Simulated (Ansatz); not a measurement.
Troubleshooting Ansatz (a first-principles code): a failed run on Bi2Se3 (Pnma, 20 atoms in the cell). The aim is a self-consistent single point with DFT, PBEsol, plane waves, default PAW files made with PBE.

Cell that was meant: a = 12.4245 Å, b = 4.2174 Å, c = 12.3618 Å, α = 90.00°, β = 90.00°, γ = 90.00°.

Part of the input:

Ansatz 0.2 input:
```yaml
kpoints:
  mp_grid: { grid: [1, 3, 1] }
hamiltonian:
  xc: scan
  pseudopotentials: { kind: paw }
scf:
  occupations: { method: fermi_dirac, width: 0.1 eV }
```

Output (repeated stretches shortened):

```
Error: YAML parse error: error: line 33 column 7: hamiltonian.xc: unknown variant `scan`, expected one of `lda`, `lda-pw`, `pw92`, `pbe`, `pbesol`, `rpbe`, `revpbe`, `blyp`, `pbe0`, `revpbe0`, `b3lyp`, `b3lyp5`, `hse06`, `wpbeh`, `hiss`, `lc_wpbe`, `cam_b3lyp`, `hf`, `r2scan`, `r2scanh`, `r2scan0`, `r2scan50`, `mr2scan`
  --> <input>:33:7
   |
31 |   mp_grid: { grid: [1, 3, 1] }
32 | hamiltonian:
33 |   xc: scan
   |       ^ hamiltonian.xc: unknown variant `scan`, expected one of `lda`, `lda-pw`, `pw92`, `pbe`, `pbesol`, `rpbe`, `revpbe`, `blyp`, `pbe0`, `revpbe0`, [...]
34 |   pseudopotentials: { kind: paw }
35 | scf:
   |
```

Task: From the messages shown, name the fault and mend the input.

Result: The fault is a value that the program does not know. The key takes a closed list of words, and names differ between codes. To fix it, use one of the words that the key accepts. The program stopped before any SCF iteration.

The sound input it was made from differs as follows (other fixes are possible):
```diff
-  xc: scan
+  xc: pbesol
```

With that input, the run converged in 8 iterations: free energy E − TS (on the zero of these files) -163032.3668 eV; pressure -3.49 GPa; largest force (vector length) 0.430 eV/Å (DFT, PBEsol, plane waves, default PAW files made with PBE).

On the sound input: the starting cell was generated: these elements placed on a structure prototype, without a prior relaxation; it need not be a known phase or ordering of this composition. With a pressure of about -3 GPa the cell is away from its equilibrium volume at this level. Ansatz's pressure includes its estimate of the finite-basis (Pulay) stress. A gap is left out here, as mesh or smearing make it unsure.
